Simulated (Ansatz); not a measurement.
**Convergence study of the plane-wave cutoff for NbH₂ (I4mm, 3 atoms in the cell)**

```yaml
crystal:
  lattice:
    - [0.00000, 2.29598, 2.29598]
    - [2.29598, 0.00000, 2.29598]
    - [2.29598, 2.29598, 0.00000]
  atoms:
    - { symbol: Nb, position: [0.01089, 0.01089, 0.98911] }
    - { symbol: H, position: [0.25000, 0.25000, 0.25000] }
    - { symbol: H, position: [0.75000, 0.75000, 0.75000] }
```

Method of the run: PBEsol, default PAW files made with PBE (plane waves; Ansatz, a first-principles code).

Base settings: basis.ecutwfc = 420 eV; kpoints.mp_grid.grid = 12 12 12; hamiltonian.xc = pbesol; hamiltonian.pseudopotentials = {kind: paw} (the program's default PAW files); scf.occupations.method = gaussian; scf.occupations.width = 0.1 eV.

The second cell is the first with its lattice scaled by 0.98.

The mesh stays at the base's, so the ladder's end is converged at best in this setting alone.

The first pressure column holds Ansatz's estimate of the finite-basis (Pulay) stress, which hides part of the cutoff error; the other is without it.

Only quantities that move along the ladder and can be compared are tabulated.

The count of work is k-points × plane waves × bands × iterations; it is no time. 

The starting cell comes from a database of computed structures (which also holds hypothetical and non-ambient phases and stackings), without a prior relaxation at this level. Its lattice was rescaled by up to half a per cent. One atom was moved a little off its site on purpose. Spin polarisation is off. In the base run, with a pressure of about -8 GPa the cell is away from its equilibrium volume at this level.

Steps (basis.ecutwfc): 145 eV; 170 eV; 190 eV; 210 eV; 230 eV; 250 eV; 295 eV; 335 eV; 380 eV; 420 eV; 460 eV; 505 eV; 565 eV; 630 eV; 735 eV; 840 eV; 1010 eV.

Task: What is the coarsest basis.ecutwfc that holds the free energy within 2 meV/atom of the last step, with all finer ones?

Result: 420 eV, at 0.25 of the last step's count of work; the step before is off by 3.5 meV/atom.

Task: What is the coarsest basis.ecutwfc that holds the energy of the compressed cell less the first within 1 meV/atom of the last step, with all finer ones?

Result: 335 eV, at 0.18 of the last step's count of work; the step before is off by 1.5 meV/atom.

Task: What is the coarsest basis.ecutwfc that holds the pressure within 1 GPa of the last step, with all finer ones?

Result: 250 eV, at 0.13 of the last step's count of work; the step before is off by 3.2 GPa.

| basis.ecutwfc | free energy less the last step's (meV/atom) | energy of the compressed cell less the first (meV/atom) | pressure (GPa) | pressure without the Pulay estimate (GPa) | largest difference of a force vector from the last step's (eV/Å) | count of work / last |
|---|---|---|---|---|---|---|
| 145 eV | 5179.16 | 33.58 | 21.66 | -300.45 | 0.249 | 0.063 |
| 170 eV | 2209.99 | 57.48 | 9.08 | -164.64 | 0.175 | 0.063 |
| 190 eV | 1123.16 | -2.25 | -11.31 | -102.76 | 0.093 | 0.076 |
| 210 eV | 604.94 | -31.46 | -15.08 | -66.59 | 0.020 | 0.094 |
| 230 eV | 323.10 | -22.24 | -11.50 | -42.75 | 0.020 | 0.10 |
| 250 eV | 169.52 | -13.74 | -8.75 | -27.61 | 0.030 | 0.13 |
| 295 eV | 35.75 | -7.96 | -7.69 | -12.49 | 0.010 | 0.16 |
| 335 eV | 9.98 | -8.62 | -8.07 | -9.30 | 0.001 | 0.18 |
| 380 eV | 3.51 | -9.19 | -8.24 | -8.60 | 0.000 | 0.23 |
| 420 eV | 1.57 | -9.32 | -8.28 | -8.45 | 0.000 | 0.25 |
| 460 eV | 0.72 | -9.40 | -8.31 | -8.39 | 0.000 | 0.30 |
| 505 eV | 0.36 | -9.44 | -8.32 | -8.35 | 0.000 | 0.34 |
| 565 eV | 0.21 | -9.46 | -8.32 | -8.33 | 0.000 | 0.40 |
| 630 eV | 0.13 | -9.47 | -8.32 | -8.33 | 0.000 | 0.49 |
| 735 eV | 0.05 | -9.48 | -8.33 | -8.33 | 0.000 | 0.59 |
| 840 eV | 0.01 | -9.48 | -8.33 | -8.33 | 0.000 | 0.75 |
| 1010 eV | 0.00 | -9.48 | -8.33 | -8.33 | 0.000 | 1.0 |

The energy difference between the two cells stays within 1 meV/atom of the last step's from 335 eV on, the total only from 460 eV on: much of the error is common to both cells and cancels.

At the lowest cutoff the pressure without the Pulay estimate lies 292 GPa under the last step's, the usual sign of Pulay stress in an incomplete plane-wave basis.

Keys are those of Ansatz 0.2.
